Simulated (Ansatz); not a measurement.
We consider CsCl-type CoAl, described by BLYP (Ansatz, an electronic-structure program, PAW).

Settings: plane-wave cutoff 520 eV, 22×22×22 k mesh, Fermi–Dirac smearing 0.04 eV (set by the program), no spin polarisation, scalar-relativistic PAW data made under PBE.

Computed at the level's own relaxed cell.

Elastic tensor (GPa, Voigt notation, ions relaxed):

```
  260.7   114.8   114.8     0.0     0.0     0.0
  114.8   260.7   114.8     0.0     0.0     0.0
  114.8   114.8   260.7     0.0     0.0     0.0
    0.0     0.0     0.0   115.6     0.0     0.0
    0.0     0.0     0.0     0.0   115.6     0.0
    0.0     0.0     0.0     0.0     0.0   115.6
```

Question: Work out the Voigt, Reuss and Hill averages of the bulk and shear moduli, Young's modulus and Poisson's ratio from the printed constants.

Answer: K_V = [C11 + C22 + C33 + 2(C12 + C13 + C23)]/9 = [782.1 + 2 × 344.4]/9 = 163.4 GPa. G_V = [782.1 − 344.4 + 3 × 346.8]/15 = 98.5 GPa. From the compliances S = C⁻¹, K_R = 163.4 and G_R = 93.7 GPa. Hill means: K = 163.4, G = 96.1 GPa. E = 9KG/(3K + G) = 241 GPa, ν = (3K − 2G)/(6K + 2G) = 0.25, K/G = 1.70.
